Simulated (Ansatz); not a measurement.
P interstitial in zinc-blende GaP (the name describes the start): one set of geometries, relaxed with PBE, evaluated in Ansatz (PAW, plane waves to 420 eV, 500 eV under r2SCAN) with PBE, r2SCAN.

Details: 64-site cell; 2×2×2 shifted k-points; start: void with 4P nearest; charged states image-corrected; energies good to tenths of an eV; relaxed from one start, so a lower configuration may exist; flagged in the runs: a strain field that reaches the edge of the cell.

```csv
quantity,PBE,r2SCAN
host gap (eV),1.57,1.89
ε(+1/0) above the VBM (eV),0.29,not settled
ε(0/−1) above the VBM (eV),0.82,1.00
neutral formation energy against black phosphorus (eV),3.58,3.68
largest moment on one atom at charge 0 (μB),0.19,0.22
```

PBE narrows the gap by 0.32 eV against r2SCAN, the highest level run, and puts the level shown 0.18 eV lower above the valence-band maximum (from the rounded values).

Ansatz is a first-principles code.
